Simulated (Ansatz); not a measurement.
# Harmonic thermodynamics of CaO in the rock salt structure

Per mole of formula units at the relaxed static volume; finite displacements on a 8×8×8 mesh, Ansatz (a program for electronic structure), PBEsol functional, plane-wave PAW, k mesh 8×8×8; sums on an interpolated 16×16×16 mesh.  Zero-point energy 10.35 kJ/mol.

```json
[
 {"T (K)": "100", "F_vib (kJ/mol)": "10.17", "S (J/mol/K)": "6.9", "C_V (J/mol/K)": "16.3"},
 {"T (K)": "150", "F_vib (kJ/mol)": "9.60", "S (J/mol/K)": "15.9", "C_V (J/mol/K)": "27.8"},
 {"T (K)": "200", "F_vib (kJ/mol)": "8.58", "S (J/mol/K)": "24.9", "C_V (J/mol/K)": "35.1"},
 {"T (K)": "250", "F_vib (kJ/mol)": "7.12", "S (J/mol/K)": "33.3", "C_V (J/mol/K)": "39.4"},
 {"T (K)": "300", "F_vib (kJ/mol)": "5.27", "S (J/mol/K)": "40.7", "C_V (J/mol/K)": "42.2"},
 {"T (K)": "400", "F_vib (kJ/mol)": "(withheld)", "S (J/mol/K)": "(withheld)", "C_V (J/mol/K)": "(withheld)"},
 {"T (K)": "600", "F_vib (kJ/mol)": "-12.13", "S (J/mol/K)": "72.3", "C_V (J/mol/K)": "47.8"},
 {"T (K)": "800", "F_vib (kJ/mol)": "-28.04", "S (J/mol/K)": "86.2", "C_V (J/mol/K)": "48.7"},
 {"T (K)": "1000", "F_vib (kJ/mol)": "-46.40", "S (J/mol/K)": "97.1", "C_V (J/mol/K)": "49.1"}
]
```

Task: Fill in the missing entries.

Result: 
- 400, F_vib (kJ/mol): 0.54
- 400, S (J/mol/K): 53.3
- 400, C_V (J/mol/K): 45.3

The crystal is held in this phase throughout; melting and phase transitions are not modelled.
